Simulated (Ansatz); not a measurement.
System: L1₂ (Cu3Au-type) Pt₃Ti. Method: PBE in Ansatz (PAW).

Settings: plane-wave cutoff 520 eV, 14×14×14 k mesh, Fermi–Dirac smearing 0.05 eV, no spin polarisation, scalar-relativistic PAW data made under PBE.

Pressure at four volumes; x = ln(V/15.386 Å³). One pressure is withheld.

```
V (Å³/atom)        x  P (GPa)
-----------  -------  -------
14.463       -0.0619    16.99
15.386        0.0000    -0.02
16.002        0.0393    -8.38
16.309        0.0583        ?
```

Task: Pass a parabola P(x) through the three rows shown, estimate the bulk modulus and its pressure derivative near zero pressure, and predict the withheld pressure.

Result: Slopes between the rows: (-0.02 − (16.99))/(0.0000 − (-0.0619)) = -274.80 and (-8.38 − (-0.02))/(0.0393 − (0.0000)) = -212.72 GPa. Their difference over the span 0.1012 is c = 62.08/0.1012 = 613.4 GPa, so P(x) = 16.99 + (-274.80)(x − (-0.0619)) + 613.4 (x − (-0.0619))(x − (0.0000)). At the middle row B = −dP/dx = −[-274.80 + 613.4 × 0.0619] = 236.8 GPa, and B′ = dB/dP = 2c/B = 5.2. At x = 0.0583 the parabola gives -11.74 GPa; the run gives -11.85 GPa. The Birch–Murnaghan fit to the energies at all volumes has B0 = 235 GPa and B′ = 5.1.

Spin–orbit coupling is not included.

Ansatz is a quantum-chemistry and plane-wave program.
